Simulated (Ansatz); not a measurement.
**Response to strain in SiC**

Start from SiC (space group P6_3mc, No. 186).

```
SiC
1.0
    3.05845     0.00000     0.00000
   -1.52923     2.64870     0.00000
    0.00000     0.00000    10.01200
Si C
4 4
Cartesian
  0.00000   0.00000   5.00910
  0.00000   0.00000   0.00310
  0.00000   1.76580   2.50551
  1.52923   0.88290   7.51151
  0.00000   0.00000   3.13231
  0.00000   0.00000   8.13831
  0.00000   1.76580   0.62288
  1.52923   0.88290   5.62888
```

Cartesian axes are those of the cell as printed.

Strains are applied to the cell and any free atomic positions relax; under biaxial strain the out-of-plane vector relaxes too.

Method: Ansatz (a quantum-chemistry and plane-wave program) LDA, spin-orbit coupling left out.

| biaxial strain, plane normal [001], relaxed out of plane (%) | out-of-plane strain (%) |
|---|---|
| 0 | 0.00 |
| 0.75 | -0.16 |
| 1.5 | -0.31 |
| 2.25 | ? |
| 3 | -0.60 |

### Question
Fit ε⊥ = −νε + γε² (strains in %) to the rows shown and predict the withheld row.

### Answer
Least squares on the printed values gives ν = 0.21 (the biaxial Poisson response) and γ = 0.005 (largest residual 0.00 %); this predicts -0.46 %, and the run gives -0.46 %, in agreement.

No phonon test of stability was made.
